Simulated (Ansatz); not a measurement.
Start from GaP in the zinc blende structure (space group F-43m, No. 216).

```
GaP
1.0
    0.00000     2.72566     2.72566
    2.72566     0.00000     2.72566
    2.72566     2.72566     0.00000
Ga P
1 1
Direct
  0.00000   0.00000   0.00000
  0.25000   0.25000   0.25000
```

Computed with r2SCAN, PAW, 500 eV (Ansatz, an electronic-structure program; without spin-orbit coupling).

One change was made to it. Results:

The volume per atom decreases by 3.26 Å³ (20.25 Å³ → 16.99 Å³); the hole mass (degenerate bands, along [100]) goes from 0.13, 0.37, 0.37 mₑ (at Γ) to 0.18, 0.29, 0.29 mₑ (at Γ); the band gap drops by 0.38 eV to 1.47 eV; the width of the top valence band goes up by 0.98 eV (3.54 eV → 4.52 eV).

Problem. Which of these changes matches the shifts?
A) pressure 9 GPa
B) pressure 22.5 GPa
C) pressure 0.9 GPa
D) pressure −2 GPa

Solution. B, pressure 22.5 GPa. For comparison, the band gap in the other runs: pressure 0.9 GPa gives 1.83 eV; pressure 9 GPa gives 1.68 eV; pressure −2 GPa gives 1.88 eV.

Load acts through the strain it causes; cell and atoms are relaxed under it. Effective masses come from finite differences of ±0.01 Å⁻¹. Whether these cells are dynamically stable was not tested. Tetrahedral semiconductors of this kind turn to denser phases somewhere between about 1 and 50 GPa; those were not computed, so compressed cells here can lie past the real transition.
